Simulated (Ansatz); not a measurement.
Hypothetical fluorite MoS2: pressure 0.7 GPa

Start from MoS2 in the fluorite structure (space group Fm-3m, No. 225; a = 5.948 Å; ferromagnetic; a hypothetical phase, not in the database extracts checked).

Perturbation: a hydrostatic pressure of 0.7 GPa.

The values are results of PBE (Ansatz, a first-principles code, PAW, scalar-relativistic without spin-orbit coupling), not measurements. Γ-centred 14×14×14 mesh, Fermi–Dirac width 0.05 eV.

* **Volume per atom**: 17.43 Å³ (base 17.54 Å³)
* **Lattice parameter a**: 593.7 pm (base 594.8 pm)
* **Shortest interatomic distance**: 257.1 pm (base 257.6 pm)
* **Enthalpy H = E + PV relative to the base's energy**: +0.08 eV/atom
* **Band gap**: zero (base zero)
* **Magnetic state**: ferromagnetic (base ferromagnetic)
* **Largest site moment**: 1.36 μB (base 1.37 μB)

The magnetic state is the one reached from the starting moments; the real material's order can differ, and small cells can't hold many antiferromagnetic ones. Load acts through the strain it causes; cell and atoms are relaxed under it. Whether these cells are dynamically stable was not tested.
